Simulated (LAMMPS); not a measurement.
LAMMPS 22 Jul 2025, classical MD, EAM (W_zhou.eam.alloy): W, 128000 atoms.

* **task**: MD, nve
* **potential**: EAM, W_zhou.eam.alloy
* **copies of the repeat unit**: 40×40×40
* **shape (slab and sphere leave vacuum in the box)**: bulk
* **temperature**: 800 K
* **steps**: 500
* **timestep**: 2 fs
* **neighbor skin**: 3 Å
* **neigh_modify**: every 1 delay 0 check yes
* **thermo**: 100
* **newton**: on (default)
* **atom_modify sort (bins of 2 Å where set)**: 1000 (default)
* **comm_style**: brick (default)
* **box**: 126.6 × 126.6 × 126.6 Å
* **start**: generated bcc lattice, warmed in an untimed run
* **compared values**: energy and forces of the first step, drift over the run

Hardware: Arm Neoverse V2, 96 cores on 1 socket, no SMT, 1 L3 cache group.

Run on 32 ranks, it takes 6.0 s from launch to exit:

```bash
# ahead of the timed run: OMP_NUM_THREADS=1 mpirun -np 48 lmp -in in.warm -log none -nocite
OMP_NUM_THREADS=1 mpirun -np 32 lmp -in in.lmp -log log.lammps -nocite
```

From its output:

```
  using 1 OpenMP thread(s) per MPI task
  2 by 4 by 4 MPI processor grid
  128000 atoms
  master list distance cutoff = 10.8925
  ghost atom cutoff = 10.8925
Per MPI rank memory allocation (min/avg/max) = 6.136 | 6.138 | 6.14 Mbytes
98.4% CPU use with 32 MPI tasks x 1 OpenMP threads
...
Loop time of 5.78172 on 32 procs for 500 steps with 128000 atoms

Performance: 14.944 ns/day, 1.606 hours/ns, 86.480 timesteps/s, 11.069 Matom-step/s
98.4% CPU use with 32 MPI tasks x 1 OpenMP threads

MPI task timing breakdown:
Section |  min time  |  avg time  |  max time  |%varavg| %total
---------------------------------------------------------------
Pair    | 5.5196     | 5.581      | 5.6296     |   1.2 | 96.53
Neigh   | 0          | 0          | 0          |   0.0 |  0.00
Comm    | 0.11874    | 0.1647     | 0.22663    |   7.0 |  2.85
Output  | 0.00023048 | 0.00025661 | 0.00039468 |   0.0 |  0.00
Modify  | 0.016487   | 0.017249   | 0.017879   |   0.3 |  0.30
Other   |            | 0.01847    |            |       |  0.32

Nlocal:           4000 ave        4036 max        3966 min
Histogram: 2 2 7 4 2 0 5 6 1 3
Nghost:        10475.8 ave       10505 max       10438 min
Histogram: 3 0 5 4 1 2 5 2 7 3
Neighs:         663920 ave      673708 max      653962 min
Histogram: 2 3 2 1 8 6 5 1 1 3

Total # of neighbors = 21245439
Ave neighs/atom = 165.97999
Neighbor list builds = 0
Dangerous builds = 0
```

Times are wall-clock medians of two to five runs, from launch to exit, with nothing else on the machine. Processes are pinned to neighbouring cores unless said otherwise. Build: PyPI wheel: MPICH, OPENMP and OPT packages. Other compilers and libraries give other times. Scratch files lie in a memory file system. A preparatory run goes ahead and isn't timed.

Q: What holds this run back, and which change relieves it on the same cores with the result kept within 1.0 meV/atom in energy, 10 meV/Å in forces on 48 atoms, 0.20 meV an atom in drift of the total energy?

A: The largest part is pair forces (Pair), 93 % of the time from launch to exit. Over the ranks it runs from 5.5 to 5.6 s, at 4000 atoms a rank on average. One change that relieves it (others may too): going from skin = 3 Å to skin = 0.2 Å, one of the fastest of the measured ones that keep the result: 6.0 s to 4.5 s (1.3× as fast). List entries an atom go from 166 to 70, Neigh from 0 to 0.57 s and Pair from 5.6 to 3.5 s. Neighbour list builds go from 0 to 89. These two results differ by: energy equal as printed, forces on 48 atoms equal as printed, drift of the total energy equal as printed. Others tried: skin = 1 Å (4.8 s); skin = 0.5 Å (4.9 s); skin = 1.5 Å (5.5 s); skin = 2 Å (5.8 s); skin = 4 Å (6.4 s). 1 planned setting was not run, for want of time.
